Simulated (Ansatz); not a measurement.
## A computed series for NaCl: response to strain and stress

The parent structure is NaCl in the rock salt structure (space group Fm-3m, No. 225).

```xyz
2
Lattice="0.0000 2.8039 2.8039 2.8039 0.0000 2.8039 2.8039 2.8039 0.0000" Properties=species:S:1:pos:R:3 pbc="T T T"
Cl     0.0000     0.0000     0.0000
Na     2.8039     2.8039     2.8039
```

Cartesian axes are those of the cell as printed.

Strains are applied to the cell and any free atomic positions relax; under biaxial strain the out-of-plane vector relaxes too; under stress the whole cell relaxes.

Level of theory: plane-wave PAW DFT at the r2SCAN level (Ansatz, a quantum-chemistry and plane-wave program, 500 eV), without spin-orbit coupling.

Candidates:
(a) uniaxial stress, 2 GPa compression along z
(b) biaxial strain +3.98 %, plane normal [001], relaxed out of plane
(c) tensor shear ε_xy = −2.47 %
(d) biaxial strain +0.52 %, plane normal [001], relaxed out of plane

For the base:

The band gap is 5.97 eV.

Question: Order them by band gap, highest first.

Answer: (a) uniaxial stress, 2 GPa compression along z (6.04 eV), (d) biaxial strain +0.52 %, plane normal [001], relaxed out of plane (5.93 eV), (c) tensor shear ε_xy = −2.47 % (5.86 eV), (b) biaxial strain +3.98 %, plane normal [001], relaxed out of plane (5.70 eV)

Stability under load was not tested beyond the relaxation.
